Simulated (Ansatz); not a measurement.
Where the default PAW files enter, the runs use the earlier of Ansatz's two default sets.

The decay constant κ of evanescent states in the gap governs leakage through a thin film.

```
CELL_PARAMETERS angstrom
      3.29067     0.00000     0.00000
     -1.64533     2.84980     0.00000
      1.64533     0.94993     2.68682
ATOMIC_POSITIONS crystal
  Li 0.50000 0.25000 0.25000
  Li 0.50000 0.75000 0.75000
  O  0.00000 0.00000 0.00000
```

Space group of this cell: Fm-3m, anti-fluorite. The cell is taken as given; by r2SCAN its mean pressure is -4.2 GPa.

Transport runs along the normal of the first two printed cell vectors, the (111) plane of the conventional cell.

The gap is the functional's own. No spin-orbit coupling. Mid-gap values are interpolated on the energy grid.

Question: Estimate the band gap and the smallest decay constant κ at mid-gap that r2SCAN (Ansatz, a program for electronic structure) returns for this system.

Answer: Gap 5.65 eV on a 14×14×14 mesh; κ = 0.476 1/Å, at the zone centre.
